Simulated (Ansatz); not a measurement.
Take RuP₂ (space group Pnnm, No. 58; a = 5.103 Å, b = 5.869 Å, c = 2.862 Å) as the base.

The values are results of PBEsol in Ansatz (plane waves to 420 eV, PAW, spin-orbit coupling left out), not measurements.

Before the change:

```
Property                         Value
-----------------------------  -------
Band gap                       0.47 eV
Width of the top valence band  1.34 eV
Smallest direct gap            1.06 eV
```

The change: the cell is scaled by 0.9675 in all directions; the atoms relax in the strained cell.

### Question
Predict the new band gap, width of the top valence band, energy relative to the base and smallest direct gap.

### Answer
The band gap decreases by 0.15 eV to 0.32 eV; the width of the top valence band increases by 0.395 eV, from 1.34 eV to 1.74 eV; the energy rises by 101 meV/atom; the smallest direct gap increases by 0.14 eV to 1.20 eV.

Whether these cells are dynamically stable was not tested.

Ansatz is a program for electronic structure.
